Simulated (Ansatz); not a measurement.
## MgO: response to strain

Start from MgO in the rock salt structure (space group Fm-3m, No. 225; a = 4.214 Å). Axes: x, y, z lie along the cube axes.

Strains are applied to the cell and any free atomic positions relax; under biaxial strain the out-of-plane vector relaxes too.

All numbers come from Kohn–Sham DFT with the PBEsol functional, run in Ansatz (a quantum-chemistry and plane-wave program) with PAW and 420 eV plane waves, scalar-relativistic without spin-orbit coupling.

```json
[
 {"biaxial strain, plane normal [001], relaxed out of plane (%)": "0", "out-of-plane strain (%)": "0.00"},
 {"biaxial strain, plane normal [001], relaxed out of plane (%)": "0.5", "out-of-plane strain (%)": "-0.30"},
 {"biaxial strain, plane normal [001], relaxed out of plane (%)": "1", "out-of-plane strain (%)": "-0.60"},
 {"biaxial strain, plane normal [001], relaxed out of plane (%)": "2", "out-of-plane strain (%)": "-1.16"},
 {"biaxial strain, plane normal [001], relaxed out of plane (%)": "2.5", "out-of-plane strain (%)": "?"},
 {"biaxial strain, plane normal [001], relaxed out of plane (%)": "3", "out-of-plane strain (%)": "-1.70"}
]
```

Q: Fit ε⊥ = −νε + γε² (strains in %) to the rows shown and predict the withheld row.

A: Least squares on the printed values gives ν = 0.61 (the biaxial Poisson response) and γ = 0.015 (largest residual 0.00 %); this predicts -1.43 %, and the run gives -1.43 %, in agreement.

No phonon test of stability was made.
